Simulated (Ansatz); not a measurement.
Take ZnS in the zinc blende structure (space group F-43m, No. 216) as the base.

```cif
data_S4Zn4
_chemical_formula_sum 'S4 Zn4'
_space_group_name_H-M_alt 'F-43m'
_space_group_IT_number 216
_space_group_name_Hall 'F -4 2 3'
_cell_length_a 5.35651
_cell_length_b 5.35651
_cell_length_c 5.35651
_cell_angle_alpha 90.000
_cell_angle_beta 90.000
_cell_angle_gamma 90.000
loop_
_atom_site_label
_atom_site_type_symbol
_atom_site_symmetry_multiplicity
_atom_site_Wyckoff_symbol
_atom_site_fract_x
_atom_site_fract_y
_atom_site_fract_z
_atom_site_occupancy
S1 S 4 d 0.75000 0.75000 0.75000 1
Zn1 Zn 4 a 0.00000 0.00000 0.00000 1
```
(The calculation used a cell of 2 atoms; values per cell refer to that cell.)

The values are results of PBEsol (Ansatz, a program for electronic structure, PAW, spin-orbit coupling left out), not measurements.

One change was made to it. Results:

```csv
quantity,base,after
lattice parameter a,5.357 Å,5.634 Å
band gap,2.09 eV,1.24 eV
```

Task: What was done to the base?
(A) Zn → Hg
(B) Zn → Cd
(C) S → Pt
(D) S → Se

Result: D, S → Se. For comparison, the band gap in the other runs: Zn → Cd gives 1.01 eV; S → Pt gives zero; Zn → Hg gives zero.

With Hg and Pt present, leaving out spin-orbit coupling can change the band edges. Stability against distortions was not tested. As relaxed here, ZnPt is a hypothetical phase, not in the database extracts checked. The final runs are not spin-polarised. A zero or small gap of HgS can be the functional's error rather than a property of the material.
